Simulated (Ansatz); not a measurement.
The parent structure is BAs in the zinc blende structure (space group F-43m, No. 216; a = 4.732 Å). Axes: x, y, z lie along the cube axes.

Computed with plane-wave PAW DFT at the LDA level (Ansatz, a quantum-chemistry and plane-wave program, 420 eV), no spin-orbit coupling.

One thing is altered: the cell is scaled by 1.0250 in all directions; the atoms relax in the strained cell.

Q: Predict the stress tensor and what it implies for the stiffness.

A: Stress of the strained cell less that of the base (GPa, compression positive):
```
  -9.36    0.00    0.00
   0.00   -9.36    0.00
   0.00    0.00   -9.36
```

Then B = −ΔP/(ΔV/V₀) with ΔV/V₀ = 0.0769 gives secant stiffness values (nonlinear terms included at this strain): B ≈ 122 GPa.

As a check, the harmonic strain energy −½ V₀ Δσ:ε is 29 meV/atom; the computed energy rise is 32 meV/atom.

No phonon test of stability was made.
